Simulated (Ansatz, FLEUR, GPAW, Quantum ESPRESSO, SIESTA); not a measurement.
# Code comparison for HfRu3 (P6_3/mmc, 8 atoms in the cell)

Self-consistent single point.

```
CELL_PARAMETERS angstrom
      5.66451     0.00000     0.00000
     -2.83225     4.90561     0.00000
      0.00000     0.00000     4.45928
ATOMIC_POSITIONS crystal
  Hf 0.66667 0.33333 0.25000
  Hf 0.33333 0.66667 0.75000
  Ru 0.32920 0.16460 0.75000
  Ru 0.67080 0.83540 0.25000
  Ru 0.16460 0.32920 0.25000
  Ru 0.83540 0.67080 0.75000
  Ru 0.83540 0.16460 0.75000
  Ru 0.16460 0.83540 0.25000
```

Shared settings, as Ansatz (an electronic-structure program) writes them: kpoints.mp_grid.grid = 4 4 5; scf.occupations.method = gaussian; scf.occupations.width = 0.0073 Ry. Potentials and cutoffs stand in the table.

```
code                                                                                                                                 model  pressure (GPa)  largest force (eV/Å)           cutoff
----------------  ------------------------------------------------------------------------------------------------------------------------  --------------  --------------------  ---------------
Quantum ESPRESSO                                                                       LDA (PZ), GBRV 1.5 ultrasoft (LDA) pseudopotentials          -15.35                 0.053            40 Ry
SIESTA            LDA PW92, numerical atomic orbitals TZP, PseudoDojo LDA standard norm-conserving potentials (rewritten from UPF to PSML)          -14.47                 0.027      grid 350 Ry
Ansatz                                                                                                 LDA (PW92), PAW files made with PBE          -15.02                 0.064          30.9 Ry
FLEUR                                                         LDA (Perdew-Zunger), all-electron FLAPW (FLEUR), scalar-relativistic valence               –                 0.064  Kmax 4.1 1/bohr
GPAW                                                                         LDA (Perdew-Wang 92), GPAW PAW datasets LDA (gpaw-data 1.0.1)          -15.40                 0.085           600 eV
```

A dash marks a value that a program does not give, or that is left out as unsure.

On Ansatz's run: spin-orbit coupling is off. Spin polarisation is off.

The spread over the programs that give each value: pressure within 0.93 GPa; largest force within 0.058 eV/Å.

SIESTA uses small atom-centred bases, whose incompleteness enters pressures, forces and empty levels differently from a plane-wave cutoff. FLEUR treats all electrons, but the usual bases taken here (sphere radii, linearisation, local orbitals, empty states) were not tested for convergence, so the values are no reference for the others. Ansatz's pressure is given at a fixed set of plane waves, as the other plane-wave codes print theirs; with its correction for the finite basis it is -14.84 GPa. The same LDA comes in different parametrisations, which differ slightly. In the force vectors, SIESTA (by 0.092) lies more than 0.08 eV/Å from the median of the plane-wave programs.

The starting cell comes from a database of computed structures (which also holds hypothetical and non-ambient phases and stackings), without a prior relaxation at this level.

Keys are those of Ansatz 0.2.
